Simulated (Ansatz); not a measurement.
## Fermi-surface data of ScIr (Pm-3m)

Input:

```xyz
2
Lattice="3.1891 0.0000 0.0000 0.0000 3.1891 0.0000 0.0000 0.0000 3.1891" Properties=species:S:1:pos:R:3 pbc="T T T"
Sc     1.5946     1.5946     1.5946
Ir     0.0000     0.0000     0.0000
```

Level of theory: PBEsol, rigid bands (plane waves, PAW, scalar-relativistic; Ansatz, a quantum-chemistry and plane-wave program). Cell: cell and atoms relaxed with PBEsol.

The density of states at the Fermi level comes out as 0.412 states/(eV·cell), both spins and the bare Sommerfeld coefficient comes out as 0.49 mJ/(mol of atoms·K²). The drude plasma energy is 3.8 eV and the root-mean-square Fermi velocity comes out as 6.5e5 m/s. The resistivity times τ is 35 ×10⁻²² Ω·m·s.

A metal at this level (no band gap); rigid bands, thermally averaged at 300 K, both spins. Spin-orbit coupling is left out, which matters with elements this heavy. τ is one relaxation time for all states.

Formula and space group known from diffraction (Crystallography Open Database), not checked to be the room-temperature form: ScIr (Pm-3m).
